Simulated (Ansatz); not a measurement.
What strain tensor (xx, yy, zz, yz, xz, xy) = (−1.28, −0.71, −2.35, +0.81, −0.55, +0.68) % does to AlCr2C

Start from AlCr$_{2}$C (space group P6_3/mmc, No. 194; a = 2.812 Å, c = 12.600 Å; non-magnetic). Axes: x lies along a and z along c of the hexagonal cell.

Perturbation: the symmetric strain tensor [-0.0128 0.0068 -0.0055; 0.0068 -0.0071 0.0080; -0.0055 0.0080 -0.0235]; the atoms relax in the strained cell.

Calculations: PBEsol/PAW in Ansatz (an electronic-structure program), without spin-orbit coupling, earlier PAW set. Γ-centred 19×19×4 mesh, Fermi–Dirac width 0.05 eV.

| quantity | base | changed | shift |
|---|---|---|---|
| volume per atom | 10.78 Å³ | 10.32 Å³ | -0.46 Å³ |
| space group | P6_3/mmc (No. 194) | P-1 (No. 2) | – |
| shortest interatomic distance | 1.941 Å | 1.911 Å | -0.030 Å |
| energy relative to the base (free energy F) | 0 meV/atom | +18 meV/atom | +18 meV/atom |
| pressure (mean of the normal stresses, compression positive) | 0.0 GPa | 10.0 GPa | +10.0 GPa |
| band gap | zero | zero | – |
| largest internal atomic displacement | – | 0.024 Å | – |
| stress (xx, yy, zz, yz, xz, xy; compression positive) (rough) | – | (9.5, 7.7, 12.9, -2.9, 2.0, -2.2) GPa | – |

Final structure:

```xyz
8
Lattice="2.7759 0.0191 -0.0155 -1.3714 2.4083 0.0273 -0.0693 0.1014 12.3035" Properties=species:S:1:pos:R:3 pbc="T T T"
Al    -0.0563     1.6926     9.2406
Al     1.3915     0.8363     3.0748
Cr     0.0153     1.6089     1.0704
Cr     1.3573     0.8656     7.2078
Cr     1.3199     0.9200    11.2450
Cr    -0.0221     1.6633     5.1075
C      0.0000     0.0000     0.0000
C     -0.0346     0.0507     6.1517
```

Without a gap, meshes like the base's 19×19×4 leave anisotropic stresses uncertain by several tenths of a GPa, and small strain energies with them. Stability against distortions was not tested. Seeded moments were not kept for the base. The final runs are not spin-polarised.
